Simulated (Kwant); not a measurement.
Device: wire with one Gaussian impurity in a ZnO two-dimensional gas. Effective mass 0.3 mₑ, grid spacing 3 nm, hard walls, nominal width 60 nm (19 grid rows, so walls 60 nm apart), one parabolic valley, scattering region 180 nm long along x; energies count from the band bottom; Fermi energy swept from 0.00027854 to 0.005919 eV. Impurity U exp(−r²/2σ²), U = -0.004 eV, σ = 6.8 nm, 12 nm off the axis.

The device is made up for the run: typed textbook-type constants, with dimensions and the other settings drawn at random.

Kwant, effective-mass tight-binding model on a square grid, one spin, coherent transport at 0 K. Conductance is in e²/h.

Question: How many channels do the leads carry at E = 4.73 meV?

Answer: The hard-wall thresholds are n² ħ²π²/(2mW²) = n² × 0.348 meV with W = 60 nm. √(4.73/0.348) = 3.69, so 3.
